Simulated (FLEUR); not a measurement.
A self-consistent single point of V (Im-3m, 1 atom in the cell) with FLEUR.

Method: PBE, all-electron FLAPW (FLEUR), scalar-relativistic valence run with FLEUR.

```yaml
crystal:
  lattice:
    - [-1.50743, 1.50743, 1.50743]
    - [1.50743, -1.50743, 1.50743]
    - [1.50743, 1.50743, -1.50743]
  atoms:
    - { symbol: V, position: [0.00000, 0.00000, 0.00000] }
```

Reference input (self-consistent single point, DFT, PBE, all-electron FLAPW (FLEUR), scalar-relativistic valence): Kmax = 4.3 1/bohr; GmaxXC = 12.9 1/bohr; xcFunctional = pbe; jspins = 1; l_soc = F; mode = hist; fermiSmearingEnergy = 0.00367493 Htr; mesh (inpgen div1-3) = 11 11 11; inpgen gamma flag = false; Gmax = 12.9 1/bohr; numbands = 0; maxIterBroyd = 99. This run's input differs from it in these lines:

```diff
@@ -13,3 +13,3 @@
 &comp jspins=1 /
-&kpt div1=11 div2=11 div3=11 /
+&kpt div1=9 div2=9 div3=9 /
 &end /
@@ -33,3 +33,3 @@
    <cell>
-      <bzIntegration valenceElectrons="13.0" mode="hist" fermiSmearingEnergy="0.00367493">
+      <bzIntegration valenceElectrons="13.0" mode="hist" fermiSmearingEnergy="0.00183747">
          <kPointListSelection listName="default-1"/>
```

Output (repeated stretches shortened):

```
 Iteration:     1   Distance:      13.14162323 me/bohr^3
 Iteration:     2   Distance:      11.42750106 me/bohr^3
 Iteration:     3   Distance:       4.49971458 me/bohr^3
 Iteration:     4   Distance:       4.94097514 me/bohr^3
 Iteration:     5   Distance:       0.84350693 me/bohr^3
   [... 4 lines left out ...]
 Iteration:    10   Distance:       0.00058097 me/bohr^3
 Iteration:    11   Distance:       0.00008843 me/bohr^3
 Iteration:    12   Distance:       0.00001214 me/bohr^3
 Iteration:    13   Distance:       0.00000079 me/bohr^3
 Run finished successfully
 Stop message:
   Structural relaxation: Done

[file out, last iteration]
             iter=     14
[...]
          total density-effective poten   -1.5103432078E+03
          total charge density-energy d   -4.5430617527E+01
 Updated energy parameters for spin:           1
[...]
 fermi energy and band-weighting factors:
    0.525631    0.763997    0.763997

[...]
FERMIE:
          first approx. to ef    (T=0)  :   0.404748 htr   (energy of the highest occ. eigenvalue)
          number of occ. states  (T=0)  :        223
          first approx. to seigv (T=0)  :  -7.960477 htr
          sum of weights of occ. states :   6.517147
          sum of semicore charge        :   0.000000 e
FERHIS:  Fermi-Energy by histogram:
          bandgap                     :   0.001087 htr
   [... lines left out ...]
          charge neutrality (T=0)     :   0.034294    (zero if the highest occ. eigenvalue is "entirely" occupied)
     EF_NEWTON:  Adjust Fermi-Energy by Newton-Method.
 Direct bandgap for spin            1 :    1.1685326955280406E-002  Htr
   [... lines left out ...]
 ---->    (input%tkb*entropy) TS=              0.0007589171 htr
 ---->    free energy=                      -949.3236868549 htr
      extrapolation for T->0
 ---->    total electron energy=            -949.3233073963 htr
 ***** TOTAL FORCES ON ATOMS *****
 TOTAL FORCE FOR ATOM TYPE=  1  X=  0.000   Y=  0.000   Z=  0.000
                       FX_TOT= 0.000000 FY_TOT= 0.000000 FZ_TOT= 0.000000
 Structural relaxation: Done
```

The run converged in 13 iterations. FLEUR gives forces in its relaxation mode, with a further iteration, so its stop message speaks of a relaxation. Against the reference run the free energy goes up by 25.7 meV/atom.

The starting cell has typed, rounded lattice constants, without a prior relaxation at this level. Its lattice was rescaled by up to half a per cent. Spin polarisation is off. Values depend on the basis (sphere radii, cutoffs, local orbitals), which need not be converged. The log's line on a gap gives a spacing of levels on this mesh, which the program prints for metals too.
